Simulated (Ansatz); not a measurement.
We consider LaN (P6₃mc, No. 186, 4 atoms in the cell; start mp-567290; a measured phase of this formula has another space group), described by HSE06 (Ansatz, a program for electronic structure, plane waves, PAW).

Run with plane-wave cutoff 520 eV, 6×6×4 k mesh (along the axes of the cell as run), finite displacements, scalar-relativistic PAW data made under PBE.

Computed at the level's own relaxed cell.

```cif
data_La2N2
_chemical_formula_sum 'La2 N2'
_space_group_name_H-M_alt 'P 1'
_space_group_IT_number 1
_cell_length_a 4.12737
_cell_length_b 4.12737
_cell_length_c 5.90297
_cell_angle_alpha 90.000
_cell_angle_beta 90.000
_cell_angle_gamma 120.000
loop_
_space_group_symop_operation_xyz
  'x, y, z'
loop_
_atom_site_label
_atom_site_type_symbol
_atom_site_fract_x
_atom_site_fract_y
_atom_site_fract_z
_atom_site_occupancy
La1 La 0.33333 0.66667 0.99756 1
La2 La 0.66667 0.33333 0.49756 1
N1 N 0.33333 0.66667 0.41244 1
N2 N 0.66667 0.33333 0.91244 1
```

Harmonic phonon frequencies (cm⁻¹; i marks an imaginary mode; at Γ without the LO shift):

```tsv
q point	frequencies
Γ	0 0 0 97 97 196 293 333 333 358 358 413
M	62 112 135 154 167 182 263 280 291 313 509 510
A	68 68 68 68 115 115 350 350 350 350 488 488
```

No imaginary mode appears at these points.

Note: the relaxation could not lower the start's symmetry, so the cell can be a saddle point above a distorted one.

A start named mp-… is a Materials Project structure, which need not be a measured phase.
